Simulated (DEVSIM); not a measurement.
Device: abrupt Ge n-p junction, at 300 K.

Layer 1 from the left is Ge, thickness (μm) 1.20, Nd (cm⁻³) 4.7e16, τn (s) 9.1e-7, τp (s) 9.1e-7. Layer 2 from the left is Ge, thickness (μm) 130, Na (cm⁻³) 9.9e17, τn (s) 9.1e-7, τp (s) 9.1e-7.

Left contact: ohmic. Right contact: ohmic. Voltage is applied to the left contact. Recombination: SRH at mid-gap, Auger. Mobility is μmin + (μ − μmin)/(1 + (N/Nref)^α).

Constants are typed, rounded textbook-type inputs, not results; the design itself was drawn at random and stands for no fabricated device. Values at 300 K.

Ge: gap (eV) 0.664, affinity (eV) 4, permittivity 16, Nc (cm⁻³) 1.04e19, Nv (cm⁻³) 6e18, μn (cm²/Vs) 3900, μp (cm²/Vs) 1900, μn,min 150, μp,min 100, Nref,n 2.6e17, Nref,p 4e17, αn 0.56, αp 0.6, Cn (cm⁶/s) 1e-31, Cp (cm⁶/s) 1e-31.

DEVSIM, 1D drift-diffusion, Boltzmann statistics, complete ionisation; no tunnelling, impact ionisation, image-force lowering or self-heating.

Dark forward current:

```
|V| (V)  |J| (A/cm²)
-------  -----------
0.05        0.003184
0.10         0.02499
0.15          0.1744
0.20           1.193
0.25           7.932
0.30           45.95
0.35           177.4
0.40           421.8
0.45           738.8
0.50            1096
0.55            1479
0.60            1877
0.65            2288
```

Q: Work out the local ideality factor n = ΔV / (kT/q · ln(J2/J1)) between the rows 0.15 and 0.20 V, 0.60 and 0.65 V.

A: kT/q = 25.85 mV. From 0.15 to 0.20 V: ln(1.193/0.1744) = 1.923, n = 1.01, near the 1 of diffusion or emission over a barrier. From 0.60 to 0.65 V: ln(2288/1877) = 0.198, n = 9.77; the layers' resistance at their doping, Σ W/(qμN) = 0.00011 Ω cm², would take 47 mV of this step of 50 mV.

Q: Estimate the current at 0.20 V from the Shockley equation with J0 = Σ q ni² D/(N L) coth(W/L), τ joining the SRH, radiative and Auger lifetimes that are on, and W taken as the whole layer.

A: ni² = 4.36e26 cm⁻⁶; holes in the n layer: μ = 1510 cm²/Vs, D = 39.0 cm²/s, τ = 9.10e-7 s, L = 59.6 μm, W/L = 0.020, term 0.000484 A/cm²; electrons in the p layer: μ = 1350 cm²/Vs, D = 35.0 cm²/s, τ = 8.35e-7 s, L = 54.1 μm, W/L = 2.4, term 4.64e-7 A/cm². J0 = 0.000484 A/cm², and J = J0 exp(qV/kT) = 1.11 A/cm². The simulation gives 1.19 A/cm²; the estimate lies 7.0 % below. The estimate leaves out recombination in the depletion region and that region's share of W.
